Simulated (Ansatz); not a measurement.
Density of states of CoSi (P2_13, 8 atoms in the cell).

```
CoSi
1.0
    4.33666     0.00000     0.00000
    0.00000     4.33666     0.00000
    0.00000     0.00000     4.33666
Co Si
4 4
Direct
  0.85410   0.64590   0.35410
  0.64590   0.35410   0.85410
  0.35410   0.85410   0.64590
  0.14590   0.14590   0.14590
  0.15654   0.34346   0.65654
  0.34346   0.65654   0.15654
  0.65654   0.15654   0.34346
  0.84346   0.84346   0.84346
```

Level of theory: PBE (plane waves, PAW; Ansatz, a quantum-chemistry and plane-wave program).

SCF settings: kpoints.mp_grid.grid = 10 10 10; kpoints.mp_grid.shift = 0.5 0.5 0.5; hamiltonian.xc = pbe; hamiltonian.pseudopotentials = {kind: paw} (the program's default PAW files); scf.occupations.method = fermi_dirac; scf.occupations.width = 0.1 eV. Keys of the DOS step: output.dos.nscf_kmesh.grid = 15 15 15; output.dos.method = {smearing: {sigma: 0.1}} eV.

The starting cell comes from a database of computed structures (which also holds hypothetical and non-ambient phases and stackings), without a prior relaxation at this level. Its lattice was rescaled by a random factor within 2.5 % of one. Spin polarisation is off.

Total DOS (both spins), as means of the tabulated values in each energy bin; the zero is the program's Fermi level or highest filled level, and the curve is cut to this window:

(E (eV), states/eV/cell): (-7.75, 1.92); (-7.25, 1.66); (-6.75, 2.29); (-6.25, 2.69); (-5.75, 2.52); (-5.25, 3.79); (-4.75, 3.33); (-4.25, 5.16); (-3.75, 6.43); (-3.25, 11.7); (-2.75, 9.71); (-2.25, 7.44); (-1.75, 9.70); (-1.25, 10.1); (-0.75, 6.34); (-0.25, 5.11); (0.25, 1.55); (0.75, 3.33)

Around zero the curve holds about 1.0 states/eV/cell.

Keys are those of Ansatz 0.2.
